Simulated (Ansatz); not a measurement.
Take KTaO3 in the cubic perovskite structure (space group Pm-3m, No. 221; a = 4.0232 Å) as the base.

One thing is altered: a hydrostatic pressure of 18 GPa.

Levels (all Ansatz, an electronic-structure program, PAW, earlier PAW set): PBE (420 eV, no spin-orbit coupling); r2SCAN (500 eV, no spin-orbit coupling); HSE06 (420 eV, no spin-orbit coupling); PBE+SOC (420 eV, noncollinear with spin-orbit coupling).

At the geometry relaxed with PBE, these levels gave the following band gaps, in shuffled order: (a) 3.74 eV, (b) 2.35 eV, (c) 2.78 eV, (d) 2.22 eV.

Q: Match each gap to its level.

A: (a) HSE06; (b) PBE; (c) r2SCAN; (d) PBE+SOC.

Single points use the geometry relaxed with PBE. HSE06 gaps are upper bounds (no full band path). Differences between runs with and without spin-orbit coupling are approximate. Spin-orbit coupling, missing from the scalar runs, can matter with Ta. Load acts through the strain it causes; cell and atoms are relaxed under it. Stability against distortions was not tested. No other phases were tried under pressure.
